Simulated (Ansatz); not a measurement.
**Habitual settings against a tight run: Hf2Co7 (C2/m, 9 atoms in the cell)**

Self-consistent single point.

```
CELL_PARAMETERS angstrom
      2.28983    -4.03876     0.00000
      2.28983     4.03876     0.00000
     -1.69741     0.00000     5.90456
ATOMIC_POSITIONS crystal
  Hf 0.89965 0.89965 0.23186
  Hf 0.10035 0.10035 0.76814
  Co 0.50000 0.00000 0.50000
  Co 0.00000 0.50000 0.50000
  Co 0.45510 0.79116 0.84506
  Co 0.54490 0.20884 0.15494
  Co 0.20884 0.54490 0.15494
  Co 0.79116 0.45510 0.84506
  Co 0.50000 0.50000 0.50000
```
Moments meant for the start (each program seeds them in its own way; μB, in the order of the atoms Hf Hf Co Co Co Co Co Co Co): 0.0 0.0 3.0 3.0 3.0 3.0 3.0 3.0 3.0.

Method of the run: LDA (PW92), PAW files made with PBE (plane waves; Ansatz, a first-principles code).

Base settings: basis.ecutwfc = 30.9 Ry; kpoints.mp_grid.grid = 5 5 3; hamiltonian.xc = lda; hamiltonian.pseudopotentials = {kind: paw} (the program's default PAW files); magnetization.spin_polarized = true; scf.occupations.method = cold; scf.occupations.width = 0.0147 Ry.

Tight run (finer mesh or higher cutoff; not a proven limit): basis.ecutwfc: 30.9 Ry → 43.4 Ry; kpoints.mp_grid.grid: 5 5 3 → 7 7 5; scf.convergence.dr2_threshold: default (1e-07 eV) → 1e-09 eV. It gave Fermi level (on the code's own zero) 20.13 eV; pressure -5.70 GPa; largest force (vector length) 0.111 eV/Å; size of the cell's spin moment 6.23 μB.

Quick runs, as changes from the base:
- A: the base itself
- B: basis.ecutwfc: 30.9 Ry → 18.4 Ry; kpoints.mp_grid.grid: 5 5 3 → 6 6 6; scf.occupations.width: 0.0147 Ry → 0.0367 Ry
- C: basis.ecutwfc: 30.9 Ry → 15.4 Ry; kpoints.mp_grid.grid: 5 5 3 → 2 2 2; scf.occupations.width: 0.0147 Ry → 0.01 Ry; kpoints.mp_grid.shift: default → 0.5 0.5 0.5; scf.convergence.dr2_threshold: default (1e-07 eV) → 0.001 eV
- D: basis.ecutwfc: 30.9 Ry → 15.4 Ry; kpoints.mp_grid.grid: 5 5 3 → 4 4 4

Energies are extrapolated to zero smearing width, which holds to low order in the width alone.

Dashes: time of C, D, under 30 s.

The count of work is k-points × plane waves × bands × iterations; it is no time. Core times come from one kind of shared machine and are given to one figure; runs under 30 s give none.

Pressures in the table are Ansatz's without its Pulay estimate, at a fixed set of plane waves; the tight run's value above holds the estimate.

The starting cell comes from a database of computed structures (which also holds hypothetical and non-ambient phases and stackings), without a prior relaxation at this level. Its lattice was rescaled by a random factor within 2.5 % of one. The magnetic order is the one reached from the typed start; others were not searched systematically. In the base run, with a pressure of about -5 GPa the cell is away from its equilibrium volume at this level. Without a gap this mesh is coarse (it stands for a supercell whose shortest vector is 18 Å).

```tsv
run	energy less tight (meV/atom)	pressure less tight (GPa)	largest miss in a force vector (eV/Å)	size of the net moment less tight (μB/atom)	count of work / tight	core time / tight (rough)
A	2.4	0.48	0.018	0.05	0.18	0.2
B	1748.7	-143.99	0.178	0.06	0.22	0.4
C	7278.0	-462.64	0.386	0.06	0.0050	–
D	7279.5	-463.02	0.530	0.01	0.050	–
```

Among the runs at the tight run's level, the energy misses run from 2.4 to 7279.5 meV/atom.

Left out of this page: 2 runs of the series outside the window shown, repeating another row's setting, or not comparable.

Keys are those of Ansatz 0.2.
